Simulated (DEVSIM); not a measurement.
Device: abrupt InP n-p junction, at 300 K.

| layer (left to right) | material | thickness (μm) | Nd (cm⁻³) | Na (cm⁻³) | τn (s) | τp (s) |
|---|---|---|---|---|---|---|
| 1 | InP | 21.0 | 2.5e16 | - | 2.2e-8 | 2.2e-9 |
| 2 | InP | 31.0 | - | 4e17 | 2.2e-8 | 2.2e-8 |

Left contact: ohmic. Right contact: ohmic. Voltage is applied to the left contact. Recombination: SRH at mid-gap, radiative. Mobility is μmin + (μ − μmin)/(1 + (N/Nref)^α).

This is a model device: material constants are rounded textbook-type values typed into the input, and sizes, dopings and lifetimes were drawn at random. Values at 300 K.

| parameter | InP |
|---|---|
| gap (eV) | 1.344 |
| affinity (eV) | 4.38 |
| permittivity | 12.5 |
| Nc (cm⁻³) | 5.7e17 |
| Nv (cm⁻³) | 1.1e19 |
| μn (cm²/Vs) | 5200 |
| μp (cm²/Vs) | 170 |
| μn,min | 400 |
| μp,min | 10 |
| Nref,n | 3e17 |
| Nref,p | 4.9e17 |
| αn | 0.47 |
| αp | 0.62 |
| B (cm³/s) | 1.2e-10 |

DEVSIM, 1D drift-diffusion, Boltzmann statistics, complete ionisation; no tunnelling, impact ionisation, image-force lowering or self-heating.

**Question.** Give the dark reverse current.

**Answer.** 
```json
[
 {"V (V)": "0.10", "J (A/cm²)": "2.2e-10"},
 {"V (V)": "0.25", "J (A/cm²)": "4.0e-10"},
 {"V (V)": "0.50", "J (A/cm²)": "6.7e-10"},
 {"V (V)": "0.75", "J (A/cm²)": "9.0e-10"},
 {"V (V)": "1.00", "J (A/cm²)": "1.1e-9"},
 {"V (V)": "1.50", "J (A/cm²)": "1.5e-9"},
 {"V (V)": "2.00", "J (A/cm²)": "1.8e-9"},
 {"V (V)": "2.50", "J (A/cm²)": "2.1e-9"},
 {"V (V)": "3.25", "J (A/cm²)": "2.5e-9"},
 {"V (V)": "4.00", "J (A/cm²)": "2.9e-9"},
 {"V (V)": "5.00", "J (A/cm²)": "3.3e-9"}
]
```
